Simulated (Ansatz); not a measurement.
**CH3 on the 1x1 (111) surface of fcc Ag, one in a 2x2 cell, started at the site 'top Ag'**

Calculation: PBE (plane waves to 420 eV, PAW; Ansatz, a quantum-chemistry and plane-wave program).

Slab: 20 atoms, 7.1 Å thick at the start under the adsorbate (thin: gaps and levels are the slab's own); k 6x6x1, smearing 0.1 eV, dipole-corrected; 8 atoms held, the rest relaxed; start symmetry kept, larger cells not searched; spin-polarised, no spin-orbit, no U, no dispersion correction. The starting moment vanished. At the end it is bonded to Ag. In PBE it is, or lies within 0.03 eV of, the lowest of the starts that converged.

adsorption energy against CH4(g) − ½ H2(g): 1.52 eV
work function of the top face: 4.50 eV
change of the work function: 0.061 eV
change of the step from the bottom to the top vacuum level, against the clean slab: 0.085 eV
energy released by relaxation: 0.061 eV
height of the binding atom over the mean of the host atoms within 0.3 Å of the top one: 4.460 bohr
magnetic moment of the cell: 0.00 μB
nearest host atoms of the binding atom: Ag at 2.18 Å, Ag at 3.80 Å, Ag at 3.80 Å
largest move of a host atom: 0.20 Å
cost: about 6 core-minutes (a rough figure)

A negative adsorption energy means that the adsorbate is more stable on the surface than in its reference.
